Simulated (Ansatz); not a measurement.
Results of PBEsol (Ansatz, a first-principles code, plane waves, PAW) for Ge (R-3, No. 148, 8 atoms in the cell; start mp-128; another form than the element's usual one).

Numerical settings: plane-wave cutoff 520 eV, 12×12×12 k mesh, Fermi–Dirac smearing 0.05 eV, scalar-relativistic PAW data made under PBE.

Cell (relaxed at this level):

```xyz
8
Lattice="4.9251 2.8435 1.9519 -4.9251 2.8435 1.9519 0.0000 -5.6870 1.9519" Properties=species:S:1:pos:R:3 pbc="T T T"
Ge     0.0000     0.0000     4.1934
Ge     0.0000     0.0000     1.6622
Ge    -3.4267    -0.8855     2.5193
Ge     3.4267     0.8855     3.3363
Ge     2.4802    -2.5248     2.5193
Ge    -2.4802     2.5248     3.3363
Ge     0.9465     3.4103     2.5193
Ge    -0.9465    -3.4103     3.3363
```

Question: Estimate the bulk modulus B0 that the calculation returns.

Answer: 
bulk modulus B0: 63.7 GPa

The run finds no gap.

Note: the bulk modulus is −V dP/dV from two relaxed cells at ±2 % in volume; the relaxation could not lower the start's symmetry, so the cell can be a saddle point above a distorted one.

The result took about 12 core-minutes (a rough figure).

A start named mp-… is a Materials Project structure, which need not be a measured phase.
